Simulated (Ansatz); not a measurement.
The reference is C in the diamond structure (space group Fd-3m, No. 227; a = 3.560 Å). Axes: x, y, z lie along the cube axes.

Level of theory: Ansatz (a quantum-chemistry and plane-wave program), r2SCAN, PAW, cutoff 500 eV, scalar-relativistic without spin-orbit coupling.

For the base:

The smallest direct gap is 5.90 eV and the valley order is a point along ⟨100⟩, about 1.3 Å⁻¹ from Γ 4.36 eV.

Modification: a pure shear with ε_xy = ε_yx = 0.0096, atoms relaxed at fixed cell.

Problem. What does the calculation give for the stress, energy relative to the base, smallest direct gap and valley order after the change?

Solution. The stress (xx, yy, zz, yz, xz, xy; compression positive) amounts to (0.27, 0.27, 0.03, 0.00, 0.00, -11.27) GPa; the energy increases by 3.8 meV/atom; the smallest direct gap decreases by 0.305 eV to 5.59 eV; the valley order (the lowest conduction-band minima on the path, energy above the VBM, named in the base's zone) goes from a point along ⟨100⟩, about 1.3 Å⁻¹ from Γ 4.36 eV to a point along [001], about 1.3 Å⁻¹ from Γ 4.30 eV; a point along [100], about 1.2 Å⁻¹ from Γ 4.37 eV; Γ 5.59 eV.

The cells carry an imposed strain or load. Stability against distortions was not tested.
